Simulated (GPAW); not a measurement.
**A series of runs on Zn7Mo (Fm-3m, 8 atoms in the cell)**

```yaml
crystal:
  lattice:
    - [0.00000, 3.79371, 3.79371]
    - [3.79371, 0.00000, 3.79371]
    - [3.79371, 3.79371, 0.00000]
  atoms:
    - { symbol: Zn, position: [0.00000, 0.00000, 0.50000] }
    - { symbol: Zn, position: [0.50000, 0.50000, 0.00000] }
    - { symbol: Zn, position: [0.50000, 0.00000, 0.00000] }
    - { symbol: Zn, position: [0.00000, 0.50000, 0.50000] }
    - { symbol: Zn, position: [0.00000, 0.50000, 0.00000] }
    - { symbol: Zn, position: [0.50000, 0.00000, 0.50000] }
    - { symbol: Zn, position: [0.50000, 0.50000, 0.50000] }
    - { symbol: Mo, position: [0.00000, 0.00000, 0.00000] }
```

Base run A: LDA (Perdew-Wang 92), GPAW PAW datasets LDA (gpaw-data 1.0.1) (GPAW), self-consistent single point.

Its settings: mode = pw; ecut = 800 eV; xc = LDA; kpts = 4 4 4; mesh shift (steps) = 0 0 0; occupations.name = methfessel-paxton; occupations.width = 0.05 eV; occupations.order = 1; nbands = -14; convergence.density = 1e-05 e/electron; convergence.energy = 1e-05 eV/electron; symmetry.symmorphic = false; symmetry.tolerance = 0.0005; maxiter = 150.

The starting cell comes from a database of computed structures (which also holds hypothetical and non-ambient phases and stackings), without a prior relaxation at this level. Its lattice was rescaled by a random factor within 2.5 % of one. Spin polarisation is off.

ΔF is the free energy per atom less that of run A. 

```tsv
run	kpts, occupations.width	ΔF (meV/atom)	pressure (GPa)	TS (meV/atom)	k-points
A	4 4 4, 0.05 eV	0.00	-1.05	0.5	8
B	3 3 3, 0.03 eV	0.86	-0.41	0.3	4
C	3 3 3, 0.1 eV	0.34	-0.44	0.3	4
D	3 3 3, 0.3 eV	-0.75	-0.44	2.0	4
E	4 4 4, 0.03 eV	0.18	-1.10	0.2	8
F	4 4 4, 0.1 eV	-0.54	-0.97	1.1	8
G	4 4 4, 0.3 eV	-1.88	-0.89	0.8	8
H	5 5 5, 0.03 eV	-25.2	-1.17	0.2	10
I	5 5 5, 0.1 eV	-25.5	-1.19	0.4	10
J	5 5 5, 0.3 eV	-26.6	-1.26	1.4	10
K	6 6 6, 0.03 eV	-22.0	-1.07	0.1	16
L	6 6 6, 0.1 eV	-22.0	-1.08	-0.2	16
M	6 6 6, 0.3 eV	-21.9	-1.04	1.3	16
```

Run D against A: The free energy stays essentially unchanged (within 1 meV/atom) and the pressure goes from -1.05 to -0.44 GPa.

Run J against A: The free energy goes down by 26.6 meV/atom and the pressure goes from -1.05 to -1.26 GPa.

Run K against A: The free energy goes down by 22.0 meV/atom and the pressure hardly changes (-1.05 to -1.07 GPa).
